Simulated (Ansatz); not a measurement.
Base system: TiC in the rock salt structure (space group Fm-3m, No. 225; relaxed with 0.1 eV smearing).

```xyz
2
Lattice="0.0000 2.1643 2.1643 2.1643 0.0000 2.1643 2.1643 2.1643 0.0000" Properties=species:S:1:pos:R:3 pbc="T T T"
C      0.0000     0.0000     0.0000
Ti     2.1643     2.1643     2.1643
```

Cartesian axes are those of the cell as printed.

Level of theory: r2SCAN (Ansatz, a quantum-chemistry and plane-wave program), no spin-orbit coupling, earlier PAW set.

Strains are applied to the cell and any free atomic positions relax; under biaxial strain the out-of-plane vector relaxes too.

One change was made to it. Results:

The energy goes up by 4.8 meV/atom; the shortest interatomic distance increases by 0.0124 Å (2.164 Å → 2.177 Å).

**Question.** What was done to the base?
(A) uniaxial strain ε_xx = +3.52 %
(B) biaxial strain +1.16 %, plane normal [111], relaxed out of plane
(C) biaxial strain +4.98 %, plane normal [001], relaxed out of plane

**Answer.** B, biaxial strain +1.16 %, plane normal [111], relaxed out of plane. For comparison, the energy relative to the base in the other runs: uniaxial strain ε_xx = +3.52 % gives +18 meV/atom; biaxial strain +4.98 %, plane normal [001], relaxed out of plane gives +79 meV/atom.

Stability against distortions was not tested. The final runs are not spin-polarised.
